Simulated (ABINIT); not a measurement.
**Several settings converged on NbH (Cmm2, 4 atoms in the cell)**

```
CELL_PARAMETERS angstrom
      1.83983    -2.38602     0.00000
      1.83983     2.38602     0.00000
      0.00000     0.00000     4.78982
ATOMIC_POSITIONS crystal
  Nb 0.75000 0.25000 0.27928
  Nb 0.25000 0.75000 0.73116
  H  0.25000 0.25000 0.00000
  H  0.75000 0.75000 0.00000
```

Base method: PBEsol, norm-conserving pseudopotentials (PseudoDojo nc-sr-04 PBEsol standard) (plane waves; ABINIT).

Base settings: pseudos = [Nb.upf, H.upf]; ecut = 41 Ha; occopt = 3; tsmear = 0.00367493 Ha; ngkpt = 5 5 3; nshiftk = 1; shiftk = 0 0 0; potentials = PseudoDojo nc-sr-04 PBEsol standard; nband = 19; kptopt = 1.

The count of work is k-points × plane waves × bands × iterations; it is no time. 

**The k-point mesh**

The second cell is the first with its lattice scaled by 0.98.

Only quantities that move along the ladder and can be compared are tabulated.

```csv
ngkpt,free energy less the last step's (meV/atom),energy of the compressed cell less the first (meV/atom),pressure (GPa),largest difference of a force vector from the last step's (eV/Å),count of work / last
2 2 1,-196.28,-9.31,-8.14,0.994,0.038
3 3 2,15.82,6.66,-4.20,0.010,0.21
4 4 3,16.62,5.75,-4.40,0.271,0.33
5 5 3,1.45,2.75,-5.08,0.138,0.42
6 6 4,0.00,2.01,-5.23,0.000,1.0
```

Coarsest ngkpt that holds the forces within 0.02 eV/Å: not settled: the last two steps still differ by 0.14 eV/Å, over half the tolerance, so the ladder does not show it.

Coarsest ngkpt that holds the free energy within 5 meV/atom of the last step, with all finer ones: 5 5 3, at 0.42 of the last step's count of work; the step before is off by 17 meV/atom.

Coarsest ngkpt that holds the energy of the compressed cell less the first within 2 meV/atom of the last step, with all finer ones: 5 5 3, at 0.42 of the last step's count of work; the step before is off by 3.7 meV/atom.

Two neighbours can agree and both be off: 3 3 2 and 4 4 3 differ by 0.80 meV/atom in the free energy, yet lie about 17 meV/atom from the last step.

**The k-point mesh at a smearing width of 0.02 eV**

In this ladder: tsmear = 0.00073499 Ha.

Only quantities that move along the ladder and can be compared are tabulated.

| ngkpt | free energy less the last step's (meV/atom) | pressure (GPa) | largest difference of a force vector from the last step's (eV/Å) | count of work / last |
|---|---|---|---|---|
| 4 4 3 | 17.52 | -4.42 | 0.319 | 0.10 |
| 6 6 4 | -3.43 | -5.24 | 0.003 | 0.32 |
| 8 8 5 | 1.03 | -5.31 | 0.048 | 0.51 |
| 10 10 6 | 0.00 | -5.12 | 0.000 | 1.0 |

Coarsest ngkpt that holds the pressure within 0.5 GPa of the last step, with all finer ones: 6 6 4, at 0.32 of the last step's count of work; the step before is off by 0.71 GPa.

Coarsest ngkpt that holds the free energy within 5 meV/atom of the last step, with all finer ones: 6 6 4, at 0.32 of the last step's count of work; the step before is off by 18 meV/atom.

Coarsest ngkpt that holds the forces within 0.02 eV/Å: not settled: the last two steps still differ by 0.048 eV/Å, over half the tolerance, so the ladder does not show it.

On the base run: the starting cell comes from a database of computed structures (which also holds hypothetical and non-ambient phases and stackings), without a prior relaxation at this level. Its lattice was rescaled by up to half a per cent. One atom was moved a little off its site on purpose. Spin polarisation is off. In the base run, with a pressure of about -5 GPa the cell is away from its equilibrium volume at this level. Without a gap this mesh is coarse (it stands for a supercell whose shortest vector is 14 Å).
